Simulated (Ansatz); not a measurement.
**Dilute random carbon in silicon, 4x4x4 cubic cells**

Prepared with Erhart-Albe potential (SiC_Erhart-Albe.tersoff) (LAMMPS): minimisation. Geometry as solved with Ansatz (a quantum-chemistry and plane-wave program) with PBE, support functions at accuracy medium on the grid of 420 eV.

```xyz
512
Lattice="21.62 0.00 0.00 0.00 21.62 0.00 0.00 0.00 21.62" Properties=species:S:1:pos:R:3 pbc="T T T"
Si    -0.04     0.01     0.02
Si     1.35     1.36     1.35
Si     2.72     2.68    -0.03
Si     4.12     4.04     1.28
Si     2.70     0.00     2.70
Si     4.06     1.36     4.05
Si    -0.01     2.71     2.70
Si     1.36     4.06     4.05
Si    -0.03    -0.01     5.41
Si     1.34     1.33     6.77
Si     2.70     2.70     5.42
Si     4.03     4.07     6.78
Si     2.70    -0.03     8.15
Si     4.03     1.35     9.50
Si    -0.04     2.68     8.09
Si     1.34     4.04     9.46
Si     0.00     0.02    10.79
Si     1.32     1.39    12.22
Si     2.74     2.77    10.86
Si     4.30     4.20    12.01
Si     2.73     0.01    13.50
Si     4.11     1.37    14.84
Si    -0.19     2.50    13.70
Si     1.33     3.97    14.83
Si    -0.18     0.19    16.01
Si     1.34     1.30    17.47
Si     2.73     2.69    16.20
Si     4.09     4.03    17.56
Si     2.77    -0.06    18.82
Si     4.09     1.37    20.19
Si     0.04     2.67    18.89
Si     1.36     4.05    20.25
Si     0.00     5.40    -0.01
Si     1.37     6.76     1.33
Si     2.73     8.11    -0.03
Si     4.04     9.46     1.37
Si     2.74     5.39     2.66
Si     4.07     6.75     4.05
Si     0.00     8.10     2.71
Si     1.30     9.46     4.12
Si    -0.02     5.37     5.44
Si     1.33     6.77     6.83
Si     2.70     8.10     5.44
Si     4.07     9.43     6.83
Si     2.76     5.43     8.22
Si     4.30     6.56     9.71
Si    -0.08     8.15     8.15
Si     1.40     9.39     9.48
Si     0.01     5.35    10.88
Si     1.39     6.72    12.20
Si     2.79     8.02    10.84
Si     4.06     9.45    12.18
Si     2.79     5.33    13.49
Si     4.09     6.71    14.91
Si     0.01     8.09    13.52
Si     1.36     9.46    14.86
Si     0.02     5.37    16.19
Si     1.36     6.74    17.55
Si     2.72     8.10    16.21
Si     4.13     9.41    17.55
Si     2.73     5.40    18.90
Si     4.11     6.76    20.23
Si    -0.01     8.10    18.90
Si     1.36     9.47    20.23
Si    -0.02    10.79    -0.01
Si     1.34    12.16     1.35
Si     2.71    13.52    -0.01
Si     4.08    14.92     1.31
Si     2.67    10.81     2.74
Si     4.07    12.17     4.07
Si    -0.01    13.53     2.70
Si     1.34    14.90     4.05
Si    -0.09    10.82     5.49
Si     1.35    12.16     6.77
Si     2.70    13.53     5.41
Si     4.06    14.87     6.77
Si     2.71    10.83     8.15
Si     4.06    12.21     9.52
Si    -0.07    13.44     8.11
Si     1.30    14.82     9.47
Si    -0.04    10.77    10.74
Si     1.31    12.16    12.11
Si     2.71    13.60    10.89
Si     3.89    15.09    12.37
Si     2.68    10.82    13.48
Si     4.09    12.13    14.85
Si     0.07    13.58    13.50
Si     1.56    15.05    14.65
Si     0.00    10.82    16.21
Si     1.38    12.19    17.51
Si     2.74    13.56    16.12
Si     4.08    14.85    17.53
Si     2.74    10.80    18.87
Si     4.07    12.16    20.25
Si     0.04    13.54    18.89
Si     1.40    14.92    20.25
Si    -0.01    16.25    -0.02
Si     1.38    17.60     1.29
Si     2.78    18.93    -0.10
Si     4.06    20.28     1.33
Si     2.71    16.24     2.69
Si     4.08    17.58     4.04
Si    -0.01    18.94     2.67
Si     1.35    20.26     4.06
Si    -0.04    16.26     5.40
Si     1.35    17.57     6.77
Si     2.73    18.92     5.43
Si     4.09    20.27     6.80
Si     2.68    16.19     8.13
Si     4.07    17.55     9.48
Si    -0.01    18.91     8.13
Si     1.36    20.22     9.52
Si     0.07    16.21    10.90
Si     1.56    17.36    12.37
Si     2.72    18.84    10.89
Si     4.09    20.26    12.15
C      2.72    16.22    13.52
Si     3.85    17.40    14.67
Si     0.11    18.86    13.53
Si     1.34    20.34    14.89
Si     0.07    16.21    16.12
Si     1.35    17.58    17.54
Si     2.74    18.89    16.19
Si     4.28    20.06    17.66
Si     2.79    16.29    18.88
Si     4.26    17.77    20.03
Si     0.00    18.99    18.87
Si     1.36    20.30    20.25
Si     5.40    -0.07    -0.12
Si     6.76     1.34     1.22
Si     8.12     2.76    -0.10
Si     9.48     4.02     1.33
Si     8.12     0.03     2.65
Si     9.51     1.29     4.05
Si     5.42     2.67     2.66
Si     6.78     4.01     4.04
Si     5.42     0.04     5.44
Si     6.75     1.42     6.83
Si     8.14     2.66     5.42
Si     9.45     4.01     6.82
Si     8.11     0.04     8.15
Si     9.41     1.37     9.59
Si     5.38     2.79     8.22
Si     6.58     4.25     9.69
Si     5.44     0.00    10.81
Si     6.85     1.29    12.18
Si     8.04     2.82    10.89
Si     9.47     4.12    12.26
Si     8.30    -0.21    13.33
Si     9.45     1.31    14.83
Si     5.53     2.74    13.48
Si     6.87     4.11    14.88
Si     5.48    -0.04    16.19
Si     6.84     1.33    17.54
Si     8.18     2.75    16.25
Si     9.34     4.32    17.71
Si     8.11    -0.11    18.90
Si     9.45     1.32    20.25
Si     5.52     2.74    18.89
Si     6.98     4.23    20.03
Si     5.51     5.39    -0.10
Si     6.80     6.75     1.31
Si     8.17     8.02    -0.13
Si     9.50     9.37     1.30
Si     8.13     5.38     2.69
Si     9.50     6.71     4.07
Si     5.43     8.10     2.69
Si     6.78     9.44     4.06
Si     5.42     5.38     5.41
Si     6.77     6.75     6.77
Si     8.14     8.09     5.41
Si     9.47     9.47     6.77
Si     8.06     5.39     8.18
Si     9.46     6.75     9.47
Si     5.44     8.05     8.20
Si     6.80     9.50     9.47
C      5.47     5.39    10.89
Si     6.66     6.57    12.07
Si     8.04     8.04    10.83
Si     9.39     9.35    12.26
Si     8.31     5.59    13.72
C      9.52     6.76    14.93
Si     5.40     8.01    13.46
Si     6.83     9.27    14.86
Si     5.50     5.38    16.28
Si     7.04     6.54    17.68
Si     8.33     7.83    16.08
Si     9.54     9.33    17.46
C      8.13     5.38    18.88
Si     9.33     6.53    19.97
Si     5.55     8.03    18.86
Si     6.77     9.44    20.25
Si     5.41    10.80     0.00
Si     6.78    12.14     1.35
Si     8.12    13.48    -0.03
Si     9.46    14.84     1.34
Si     8.14    10.76     2.68
Si     9.47    12.16     4.06
Si     5.44    13.53     2.70
Si     6.80    14.87     4.09
Si     5.44    10.80     5.44
Si     6.80    12.20     6.78
Si     8.21    13.57     5.47
Si     9.59    14.97     6.88
Si     8.18    10.87     8.13
Si     9.54    12.22     9.51
Si     5.42    13.53     8.13
Si     6.74    14.88     9.53
Si     5.41    10.82    10.83
Si     6.71    12.21    12.21
Si     8.12    13.51    10.85
Si     9.55    14.88    12.09
Si     8.06    10.80    13.54
Si     9.46    12.17    14.85
Si     5.35    13.62    13.55
Si     6.78    14.93    14.88
Si     5.48    10.73    16.17
Si     6.82    12.13    17.52
Si     8.16    13.57    16.20
Si     9.48    15.02    17.53
Si     8.16    10.71    18.85
Si     9.47    12.12    20.22
Si     5.44    13.48    18.88
Si     6.77    14.85    20.25
Si     5.43    16.30    -0.09
Si     6.82    17.58     1.31
Si     8.13    18.94    -0.11
Si     9.50    20.29     1.33
Si     8.12    16.22     2.69
Si     9.47    17.58     4.05
Si     5.44    18.94     2.67
Si     6.77    20.31     4.05
Si     5.42    16.23     5.42
Si     6.77    17.58     6.77
Si     8.12    18.95     5.41
Si     9.47    20.29     6.79
Si     8.11    16.28     8.19
Si     9.60    17.59     9.49
Si     5.46    18.92     8.17
Si     6.87    20.25     9.54
Si     5.41    16.27    10.91
Si     6.89    17.64    12.18
Si     8.39    19.08    10.99
C      9.48    20.27    12.16
Si     8.21    16.23    13.52
Si     9.49    17.65    14.89
Si     5.37    18.84    13.50
Si     6.80    20.22    14.78
Si     5.34    16.30    16.19
Si     6.53    17.77    17.70
Si     8.03    18.92    16.26
Si     9.52    20.19    17.53
Si     8.01    16.29    18.88
Si     9.51    17.56    20.16
C      5.41    18.93    18.87
Si     6.59    20.07    20.04
Si    10.88     0.01    -0.04
Si    12.27     1.36     1.37
Si    13.70     2.89     0.16
C     14.83     4.00     1.36
Si    13.56    -0.07     2.82
Si    15.00     1.19     4.18
Si    10.83     2.66     2.69
Si    12.26     3.98     3.99
Si    10.89    -0.08     5.42
Si    12.15     1.35     6.79
Si    13.56     2.62     5.42
Si    14.85     4.04     6.76
Si    13.52    -0.06     8.06
Si    14.87     1.29     9.45
Si    10.80     2.66     8.18
Si    12.17     4.05     9.49
Si    10.60    -0.15    11.02
Si    12.08     1.27    12.23
Si    13.45     2.59    10.81
Si    14.81     3.99    12.16
Si    13.50    -0.05    13.57
Si    14.83     1.37    14.87
Si    10.81     2.72    13.56
Si    12.06     4.15    14.95
Si    10.81    -0.01    16.19
Si    12.10     1.40    17.55
Si    13.46     2.75    16.21
Si    14.77     4.14    17.55
Si    13.47     0.08    18.95
Si    14.88     1.43    20.29
Si    10.76     2.78    18.92
Si    12.21     4.10    20.25
Si    10.74     5.39    -0.09
Si    12.18     6.66     1.29
Si    13.49     8.09    -0.02
Si    14.85     9.45     1.34
Si    13.67     5.18     2.48
Si    14.83     6.67     3.95
Si    10.87     8.05     2.71
Si    12.16     9.48     4.06
Si    10.86     5.33     5.41
Si    12.16     6.74     6.75
Si    13.50     8.05     5.35
Si    14.85     9.42     6.73
Si    13.53     5.42     8.12
Si    14.86     6.79     9.49
Si    10.81     8.10     8.11
Si    12.15     9.47     9.48
Si    10.81     5.40    10.83
Si    12.08     6.76    12.25
Si    13.46     8.10    10.86
Si    14.89     9.46    12.12
Si    13.47     5.37    13.53
Si    14.80     6.72    14.92
Si    10.60     7.92    13.73
Si    12.11     9.35    14.88
Si    10.74     5.72    16.25
C     12.05     6.76    17.45
Si    13.29     7.90    16.37
Si    14.76     9.34    17.59
Si    13.23     5.59    18.65
Si    14.72     6.65    20.23
Si    10.92     7.84    18.67
Si    12.11     9.32    20.17
Si    10.83    10.75    -0.06
Si    12.18    12.15     1.30
Si    13.50    13.59    -0.02
Si    14.84    14.92     1.40
Si    13.54    10.82     2.71
Si    14.90    12.16     4.10
Si    10.82    13.50     2.68
Si    12.16    14.86     4.06
Si    10.82    10.85     5.45
Si    12.16    12.24     6.84
Si    13.52    13.51     5.42
Si    14.84    14.82     6.84
Si    13.51    10.80     8.10
Si    14.79    12.24     9.45
Si    11.02    13.72     8.33
C     12.17    14.91     9.43
Si    10.77    10.76    10.89
Si    12.14    12.23    12.12
Si    13.30    13.73    10.60
Si    14.74    14.93    12.08
Si    13.48    10.78    13.46
Si    14.81    12.12    14.85
Si    10.81    13.56    13.55
Si    12.16    14.96    14.92
Si    10.82    10.81    16.19
Si    12.13    12.18    17.56
Si    13.49    13.52    16.20
Si    14.77    14.94    17.55
Si    13.46    10.79    18.92
Si    14.83    12.17    20.27
Si    10.77    13.56    18.89
Si    12.15    14.95    20.18
Si    10.79    16.22    -0.02
Si    12.14    17.57     1.34
Si    13.50    18.92    -0.01
Si    14.85    20.27     1.35
Si    13.50    16.30     2.79
Si    14.67    17.78     4.27
Si    10.87    18.93     2.75
Si    12.36    20.06     4.26
Si    10.91    16.32     5.42
Si    12.41    17.75     6.62
C     13.58    18.97     5.42
Si    14.82    20.26     6.44
Si    13.36    16.07     8.24
Si    14.78    17.55     9.42
Si    10.90    18.93     8.04
Si    12.10    20.30     9.51
Si    11.02    16.05    10.60
Si    12.07    17.58    12.10
Si    13.49    18.93    10.81
Si    14.85    20.27    12.17
Si    13.47    16.31    13.51
Si    14.80    17.62    14.94
Si    10.59    19.08    13.31
Si    12.08    20.18    14.84
Si    10.99    16.47    16.36
C     12.15    17.59    17.54
Si    13.27    18.75    16.38
Si    14.73    20.26    17.57
Si    13.30    16.42    18.69
Si    14.77    17.57    20.18
Si    10.99    18.73    18.70
Si    12.16    20.21    20.18
Si    16.20     0.02    -0.01
Si    17.48     1.43     1.35
Si    18.90     2.71     0.00
Si    20.24     4.08     1.36
Si    18.77     0.05     2.78
Si    20.23     1.36     4.05
Si    16.00     2.83     2.56
Si    17.47     4.04     3.97
C     16.08    -0.06     5.36
Si    17.27     1.08     6.54
Si    18.73     2.59     5.35
Si    20.15     3.98     6.72
Si    18.79    -0.03     8.02
Si    20.19     1.32     9.41
Si    16.18     2.60     8.03
Si    17.53     3.98     9.41
Si    16.25    -0.02    10.85
Si    17.65     1.32    12.23
Si    18.90     2.69    10.80
Si    20.25     3.97    12.23
Si    19.14     0.17    13.71
C     20.28     1.34    14.86
Si    16.21     2.68    13.50
Si    17.63     3.98    14.83
Si    16.14    -0.03    16.22
Si    17.56     1.36    17.48
Si    19.10     2.49    16.00
Si    20.27     3.95    17.49
Si    18.88     0.02    18.90
Si    20.26     1.36    20.25
Si    16.19     2.75    18.85
Si    17.47     4.04    20.31
Si    15.94     5.17     0.15
Si    17.44     6.67     1.32
Si    18.85     8.03    -0.02
Si    20.23     9.41     1.34
Si    18.88     5.44     2.73
Si    20.26     6.79     4.12
Si    16.20     8.09     2.70
Si    17.55     9.44     4.06
Si    16.19     5.40     5.39
Si    17.54     6.75     6.76
Si    18.90     8.17     5.49
Si    20.06     9.64     6.98
Si    18.89     5.39     8.11
Si    20.24     6.72     9.51
Si    16.25     8.17     8.12
Si    17.72     9.67     9.27
Si    16.17     5.34    10.78
Si    17.50     6.76    12.12
Si    18.86     8.17    10.76
Si    20.26     9.44    12.16
Si    18.90     5.42    13.47
Si    20.26     6.73    14.86
Si    16.16     8.10    13.54
Si    17.56     9.46    14.86
Si    16.24     5.35    16.19
Si    17.55     6.73    17.56
Si    18.91     8.10    16.21
Si    20.25     9.47    17.56
Si    18.88     5.33    18.89
Si    20.25     6.71    20.23
Si    16.18     8.03    18.96
Si    17.54     9.44    20.26
Si    16.20    10.82     0.00
Si    17.56    12.17     1.35
Si    18.91    13.53    -0.01
Si    20.24    14.90     1.35
Si    18.91    10.80     2.70
Si    20.24    12.19     4.07
Si    16.20    13.53     2.71
Si    17.47    14.87     4.15
Si    16.28    10.79     5.48
Si    17.75    11.96     6.96
Si    18.87    13.48     5.50
Si    20.26    14.88     6.77
C     18.90    10.80     8.12
Si    20.07    11.94     9.27
Si    16.28    13.44     8.12
Si    17.55    14.86     9.48
Si    16.22    10.86    10.74
Si    17.53    12.18    12.15
Si    18.91    13.43    10.74
Si    20.26    14.81    12.11
Si    18.92    10.84    13.50
Si    20.30    12.21    14.85
Si    16.11    13.52    13.45
Si    17.51    14.85    14.81
Si    16.13    10.73    16.22
Si    17.48    12.16    17.56
Si    18.86    13.50    16.19
Si    20.29    14.86    17.50
Si    18.88    10.83    18.91
Si    20.27    12.18    20.25
Si    16.14    13.57    18.91
Si    17.55    14.89    20.25
Si    16.15    16.25    -0.03
Si    17.47    17.59     1.42
Si    18.86    18.92     0.03
Si    20.17    20.31     1.40
Si    18.85    16.20     2.74
Si    20.20    17.62     4.04
Si    16.12    18.98     2.83
Si    17.31    20.46     4.25
Si    16.10    16.29     5.49
Si    17.58    17.56     6.80
Si    18.81    18.99     5.40
Si    20.24    20.25     6.77
Si    18.94    16.23     8.18
Si    20.30    17.59     9.57
Si    16.11    18.93     8.00
Si    17.50    20.22     9.44
Si    16.19    16.26    10.80
Si    17.54    17.58    12.20
Si    18.90    18.97    10.88
Si    20.34    20.31    12.24
Si    18.91    16.18    13.48
Si    20.27    17.56    14.84
Si    16.21    18.97    13.57
Si    17.62    20.35    14.87
Si    16.19    16.22    16.19
Si    17.54    17.58    17.55
Si    18.90    18.92    16.20
Si    20.25    20.35    17.48
Si    18.93    16.23    18.88
Si    20.25    17.62    20.24
Si    16.16    18.94    18.89
Si    17.53    20.27    20.26
```
